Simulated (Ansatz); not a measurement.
Consider Ir-vacancy pair (Ir on one host W site, one W site vacant) in bcc W, neutral cell. The step: the Ir atom itself jumps into the vacancy (Ir-vacancy distance between ideal sites 2.76 Å throughout); the atom moves 2.69 Å along (0.49, 0.49, 0.48) of the unit cell; the moving atom starts with neighbours 2 W at 2.75, 3 W at 2.77, 2 W at 2.78, 3 W at 3.13, 2 W at 3.19, W at 3.24 Å and ends with 2 W at 2.75, 3 W at 2.77, 2 W at 2.78, 3 W at 3.13, 2 W at 3.19, W at 3.24 Å. DFT values are from Ansatz (plane-wave PAW, 420 eV unless said) in a cell of 36 host sites, spin-restricted, static, with no finite-size correction. Forms of the defect that were not tried may lie lower. For the PBE band: the saddle point's order was not checked, and it lies on a symmetry element of the cell, where a band can be held.

```tsv
Level	Forward barrier (eV)	Cost of the band or of the saddle's single point
CHGNet universal potential (has no charge state), its own band	0.71	-
PBE, a 2×2×3 k-point mesh shifted by half a step, band relaxed	1.08	very roughly 40 core-minutes
PBE, a 3×3×5 k-point mesh shifted by half a step, same geometries	1.20	very roughly 6 core-minutes
r2SCAN at 500 eV, a 2×2×3 k-point mesh shifted by half a step, same geometries	1.29	around 4 core-minutes (rough)
```

Ansatz is an electronic-structure program.
